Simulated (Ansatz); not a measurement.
## Hypothetical CsCl type VAs under a change: biaxial strain +4.97 %, plane normal [111], relaxed out of plane

Start from VAs in the CsCl type structure (space group Pm-3m, No. 221; a = 3.0692 Å; a hypothetical phase, not in the database extracts checked; relaxed with 0.1 eV smearing). Axes: x, y, z lie along the cube axes.

The change: tensile biaxial strain of 4.97 % in the plane normal to [111], as in epitaxy on a mismatched substrate; the out-of-plane cell vector and the atoms relax.

The values are results of PBE (Ansatz, a first-principles code; PAW; 420 eV plane waves; no spin-orbit coupling), not measurements. Settings: 19×19×19 k-points, 0.1 eV Fermi–Dirac smearing.

The volume per atom grows by 0.918 Å³, from 14.46 Å³ to 15.37 Å³ and the space group becomes R-3m (No. 166) (base: Pm-3m (No. 221)). The shortest interatomic distance falls by 0.093 Å (2.658 Å → 2.565 Å) and the energy rises by 52 meV/atom. The pressure (mean of the normal stresses, compression positive) goes from zero to -6.9 GPa and the band gap stays zero. The out-of-plane strain amounts to -3.48 % and the ratio −ε⊥/ε∥ amounts to 0.70. The mean in-plane stress (compression positive) amounts to -10.4 GPa.

Final structure (turned so that z lies along the plane normal):

```
VAs
1.0
    4.55626     0.00000     0.00000
    2.27813     3.94584     0.00000
    2.27813    -1.31528     1.71031
V As
1 1
Direct
  0.00000   0.00000   0.00000
  0.00000   0.50000   0.50000
```

No phonon test of stability was made. Starting moments died away, wholly or in part, for the base; another magnetic solution may exist. All final runs are without spin polarisation. VAs has a high density of states at the Fermi level and may be magnetic at this level.
